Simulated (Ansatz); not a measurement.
Base system: TiC in the rock salt structure (space group Fm-3m, No. 225; a = 4.328 Å; relaxed with 0.1 eV smearing).

Computed with r2SCAN (Ansatz, a first-principles code, PAW, no spin-orbit coupling).

Strains are applied to the cell and any free atomic positions relax.

One change was made to it. Results:

```tsv
quantity	base	after
pressure	0.0 GPa	-10.7 GPa
energy relative to the base (free energy F)	0 meV/atom	+16 meV/atom
```

Q: What was done to the base?
A. isotropic strain +2.00 %
B. isotropic strain +1.50 %
C. isotropic strain +2.50 %
D. isotropic strain +0.50 %
E. isotropic strain +3.00 %

A: B, isotropic strain +1.50 %. For comparison, the energy relative to the base in the other runs: isotropic strain +2.00 % gives +28 meV/atom; isotropic strain +2.50 % gives +43 meV/atom; isotropic strain +0.50 % gives +1.8 meV/atom; isotropic strain +3.00 % gives +62 meV/atom.

Stability against distortions was not tested. The final runs are not spin-polarised.
